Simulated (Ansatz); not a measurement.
**Effect of isotropic strain +1.50 % on TiAl**

Consider TiAl (space group P4/mmm, No. 123; a = 2.8127 Å, c = 4.0616 Å; relaxed with 0.1 eV smearing).

Now apply this change: an isotropic linear strain of +1.50 %; the atoms relax in the strained cell.

Level of theory: r2SCAN (Ansatz, a first-principles code; PAW; 500 eV plane waves; spin-orbit coupling left out). k-mesh 20×20×14 (Γ-centred); smearing 0.1 eV (Fermi–Dirac).

```json
[
 {"quantity": "energy relative to the base (free energy F)", "base": "0 meV/atom", "changed": "+12 meV/atom", "shift": "+12 meV/atom"},
 {"quantity": "pressure (mean of the normal stresses, compression positive)", "base": "0.0 GPa", "changed": "-4.9 GPa", "shift": "-4.9 GPa"},
 {"quantity": "band gap", "base": "zero", "changed": "zero", "shift": "–"}
]
```

Final structure:

```xyz
2
Lattice="2.8549 0.0000 0.0000 0.0000 2.8549 0.0000 0.0000 0.0000 4.1225" Properties=species:S:1:pos:R:3 pbc="T T T"
Ti     0.0000     0.0000     0.0000
Al     1.4274     1.4274     2.0613
```

Whether these cells are dynamically stable was not tested. The final runs are not spin-polarised.
